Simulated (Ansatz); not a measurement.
InSb: energy against strain

InSb (zinc blende, F-43m, 34.628 Å³/atom at rest, cube axes along x, y and z) under a strain ε along a cube axis (axis z), the other axes held. PBEsol in Ansatz, a plane-wave DFT program (PAW, default set), 420 eV, 12×12×12 Γ-centred mesh, Fermi-Dirac smearing 0.05 eV; ions are relaxed within the symmetry of each cell.

Here s stands for strain and y for E less E0.

| strain (%) | E less E0 (meV/atom) |
|---|---|
| -1.50 | 1.50 |
| -1.00 | 0.67 |
| -0.50 | 0.16 |
| 0.00 | 0.00 |
| 0.50 | 0.16 |
| 1.00 | 0.65 |
| 1.50 | 1.47 |
| 3.00 | ? |

Taking a parabola for y over the 7 complete rows: Least squares gives y = -0.003 - 0.0093·s + 0.6614·s². Residuals (row less fit): 0.001, 0.002, -0.007, 0.003, 0.002, 0.001, -0.001; standard error 0.004 (degrees of freedom: 4). Twice the quadratic coefficient over the volume, 2 × 0.6614 meV × 10⁴ × 0.1602 / 34.628 Å³, is the elastic constant C11 = 61 ± 0.2 GPa.

### Question
Estimate the missing y (s = 3.00); what did the run itself give?

### Answer
y = -0.003 - 0.0093 × 3.0 + 0.6614 × 3.0² = 5.922 meV/atom. The calculation gives 5.80 meV/atom, 0.122 meV/atom below the prediction (2.1 % of the range of y in the table). The row lies outside the fitted rows, so this is an extrapolation. The fitted rows scatter only by rounding.

One order more, fitted to all 13 runs of the series, follows each within 0.01, so the miss is the next term of a smooth law. This level leaves no gap over 0.05 eV at strain -1.00, -0.50, 0.00, 0.50, 1.00, 1.50, 3.00, where the mesh may be coarse. Rows are the converged runs of the series near zero and its far end; series whose fitted rows scatter by over a few per cent of the range, as at a crossing or softening among them, aren't shown in this form. Most that stay on the fit to the last digits aren't either.
